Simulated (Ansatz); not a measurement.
Electronic density of states of amorphous Hf28O55, density 9.52 g/cm³, on a 2×2×2 Γ-centred mesh with a Gaussian width of 0.1 eV; energies count from the Fermi level, whose place inside the gap is arbitrary. Cell and mesh are small, so fine structure isn't converged. Computed with PBE, scalar-relativistic without spin-orbit coupling (plane waves to 420 eV, PAW; Ansatz, a program for electronic structure). Sampling: a 2×2×2 Γ-centred mesh; Fermi-Dirac width 0.02 eV; no spin polarisation. The usual formal charges leave 2 electrons over, so the level spacing at the Fermi energy parts defect or band states and needn't be the band gap.

It comes from a first-principles melt-quench run, relaxed afterwards. The hot cell started wider than the set density and was brought back towards it in steps. It is a model cell: composition and starting density were chosen by hand, and all elements were melted together. No dispersion term was used. Its density started from a set value of 9.45 and ended at 9.52 g/cm³. Cooling (nominally 310 K/ps over its main leg) ran many orders faster than in experiment, which tends to leave more defects and strain. A cell of this size samples the disorder only roughly. Volume and shape were free in the relaxation.

```tsv
E - EF (eV)	states/(eV atom)
-12.00	0.00
-11.90	0.00
-11.80	0.00
-11.70	0.00
-11.60	0.00
-11.50	0.00
-11.40	0.00
-11.30	0.00
-11.20	0.00
-11.10	0.00
-11.00	0.00
-10.90	0.00
-10.80	0.00
-10.70	0.00
-10.60	0.00
-10.50	0.00
-10.40	0.00
-10.30	0.00
-10.20	0.00
-10.10	0.00
-10.00	0.00
-9.90	0.00
-9.80	0.00
-9.70	0.00
-9.60	0.00
-9.50	0.00
-9.40	0.00
-9.30	0.00
-9.20	0.00
-9.10	0.00
-9.00	0.00
-8.90	0.00
-8.80	0.00
-8.70	0.02
-8.60	0.12
-8.50	0.23
-8.40	0.24
-8.30	0.25
-8.20	0.39
-8.10	0.47
-8.00	0.52
-7.90	0.56
-7.80	0.61
-7.70	0.70
-7.60	0.77
-7.50	0.81
-7.40	0.81
-7.30	0.82
-7.20	0.84
-7.10	0.85
-7.00	0.83
-6.90	0.81
-6.80	0.83
-6.70	0.87
-6.60	0.89
-6.50	0.85
-6.40	0.78
-6.30	0.77
-6.20	0.78
-6.10	0.75
-6.00	0.78
-5.90	0.83
-5.80	0.81
-5.70	0.81
-5.60	0.82
-5.50	0.84
-5.40	0.81
-5.30	0.85
-5.20	0.86
-5.10	0.86
-5.00	0.90
-4.90	0.93
-4.80	0.93
-4.70	0.91
-4.60	0.91
-4.50	0.93
-4.40	0.94
-4.30	0.93
-4.20	0.91
-4.10	0.87
-4.00	0.82
-3.90	0.70
-3.80	0.63
-3.70	0.60
-3.60	0.54
-3.50	0.56
-3.40	0.57
-3.30	0.45
-3.20	0.22
-3.10	0.04
-3.00	0.00
-2.90	0.00
-2.80	0.00
-2.70	0.00
-2.60	0.00
-2.50	0.00
-2.40	0.00
-2.30	0.00
-2.20	0.00
-2.10	0.00
-2.00	0.00
-1.90	0.00
-1.80	0.00
-1.70	0.00
-1.60	0.00
-1.50	0.00
-1.40	0.00
-1.30	0.00
-1.20	0.00
-1.10	0.00
-1.00	0.00
-0.90	0.00
-0.80	0.01
-0.70	0.07
-0.60	0.11
-0.50	0.04
-0.40	0.00
-0.30	0.00
-0.20	0.00
-0.10	0.00
0.00	0.00
0.10	0.00
0.20	0.00
0.30	0.00
0.40	0.00
0.50	0.05
0.60	0.16
0.70	0.18
0.80	0.16
0.90	0.20
1.00	0.31
1.10	0.36
1.20	0.41
1.30	0.50
1.40	0.53
1.50	0.59
1.60	0.61
1.70	0.65
1.80	0.68
1.90	0.67
2.00	0.73
2.10	0.72
2.20	0.68
2.30	0.71
2.40	0.73
2.50	0.74
2.60	0.73
2.70	0.69
2.80	0.71
2.90	0.73
3.00	0.74
3.10	0.72
3.20	0.69
3.30	0.65
3.40	0.62
3.50	0.62
3.60	0.63
```

The level spacing at the Fermi energy on this mesh is 1.16 eV; the broadening fills part of it in the curve.
